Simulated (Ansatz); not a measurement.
The structure below was relaxed with PBE, PAW, 420 eV (Ansatz, a program for electronic structure; without spin-orbit coupling), at pressure 1.5 GPa.

Space group Fm-3m (No. 225); a = 4.1104 Å, b = 4.1104 Å, c = 4.1104 Å, α = 90.00°, β = 90.00°, γ = 90.00°

```tsv
atom	site	symmetry	x	y	z
N	4a	m-3m	0.0000	0.0000	0.0000
V	4b	m-3m	0.5000	0.5000	0.5000
```

Q: Write out a cell with all atoms.

A: 
```
VN
1.0
    4.11038     0.00000     0.00000
    0.00000     4.11038     0.00000
    0.00000     0.00000     4.11038
N V
4 4
Direct
  0.00000   0.00000   0.00000
  0.00000   0.50000   0.50000
  0.50000   0.00000   0.50000
  0.50000   0.50000   0.00000
  0.50000   0.00000   0.00000
  0.50000   0.50000   0.50000
  0.00000   0.00000   0.50000
  0.00000   0.50000   0.00000
```
This is the conventional cell.

Load acts through the strain it causes; cell and atoms are relaxed under it. Stability against distortions was not tested. The final runs are not spin-polarised. The cell was made from VN in the rock salt structure (space group Fm-3m, No. 225) by this change: pressure 1.5 GPa.
